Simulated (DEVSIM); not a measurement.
Structure: abrupt Si n-p junction, at 300 K.

Layer 1 from the left is Si, thickness (μm) 0.170, Nd (cm⁻³) 1.1e16, τn (s) 8.1e-7, τp (s) 8.1e-7. Layer 2 from the left is Si, thickness (μm) 0.450, Na (cm⁻³) 4.2e14, τn (s) 8.1e-7, τp (s) 8.1e-7.

Left contact: ohmic. Right contact: ohmic. Voltage is applied to the left contact. Recombination: SRH at mid-gap. Mobility is constant in doping.

The device is made up for the run: typed textbook-type constants, with dimensions and the other settings drawn at random. Values at 300 K.

Si: gap (eV) 1.124, affinity (eV) 4.05, permittivity 11.7, Nc (cm⁻³) 2.86e19, Nv (cm⁻³) 3.1e19, μn (cm²/Vs) 1417, μp (cm²/Vs) 470.

Model (solved in DEVSIM): 1D drift-diffusion, Boltzmann statistics, complete ionisation; no tunnelling, impact ionisation, image-force lowering or self-heating.

### Question
What does the simulation give for the dark forward voltage at 1 A/cm², the potential step across the device at zero bias?

### Answer
dark forward voltage at 1 A/cm² 0.397 V; potential step across the device at zero bias 0.631 V.
